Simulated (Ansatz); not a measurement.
**Band gap of ZnSnO₃ (R-3, No. 148; cell taken from a computed entry) at several levels of theory**

No measured value is used here.

```
level (code)             value (eV)
------------------  ---------------
LDA (Ansatz)                   1.43
PBEsol (Ansatz)                1.44
HSE06 (Ansatz)                 3.28
HSE06+SOC (Ansatz)  3.28 (indirect)
PBE0 (Ansatz)                  3.98
```

Computed values are for a static lattice. Spin–orbit coupling is included only where a level's name says +SOC; with heavier elements it mostly lowers gaps and can invert bands.  Values are at the PBEsol cell. Cutoffs and k meshes differ between the levels. Ansatz's density-functional and Hartree–Fock values are scalar-relativistic unless marked +SOC, with PAW data made under PBE.

Ansatz is an electronic-structure program.
